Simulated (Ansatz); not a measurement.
**A computed series for WC: response to strain**

The reference is WC (space group P-6m2, No. 187; relaxed with 0.1 eV smearing).

```yaml
crystal:
  lattice:
    - [2.91268, 0.00000, 0.00000]
    - [-1.45634, 2.52245, 0.00000]
    - [0.00000, 0.00000, 2.83536]
  atoms:
    - { symbol: W, position: [0.00000, 0.00000, 0.00000] }
    - { symbol: C, position: [0.33333, 0.66667, 0.50000] }
```

Cartesian axes are those of the cell as printed.

Strains are applied to the cell and any free atomic positions relax; under biaxial strain the out-of-plane vector relaxes too.

Level of theory: r2SCAN, PAW, 500 eV (Ansatz, a quantum-chemistry and plane-wave program; no spin-orbit coupling).

Notes on the quantities. pressure: mean of the normal stresses, compression positive.

| case | pressure | volume per atom |
|---|---|---|
| base | 0.0 GPa | 10.42 Å³ |
| biaxial strain −3.00 %, plane normal [001], relaxed out of plane | 20.8 GPa | 9.91 Å³ |
| biaxial strain −2.50 %, plane normal [001], relaxed out of plane | ___ | ___ |
| biaxial strain −2.00 %, plane normal [001], relaxed out of plane | 13.3 GPa | 10.08 Å³ |
| biaxial strain −1.50 %, plane normal [001], relaxed out of plane | 9.8 GPa | 10.16 Å³ |
| biaxial strain −1.00 %, plane normal [001], relaxed out of plane | 6.4 GPa | 10.25 Å³ |
| biaxial strain −0.50 %, plane normal [001], relaxed out of plane | 3.1 GPa | 10.33 Å³ |

Problem. Fill in the withheld entries from the trend.

Solution. 
- biaxial strain −2.50 %, plane normal [001], relaxed out of plane, pressure: 17.0 GPa
- biaxial strain −2.50 %, plane normal [001], relaxed out of plane, volume per atom: 9.99 Å³

No phonon test of stability was made. All final runs are without spin polarisation.
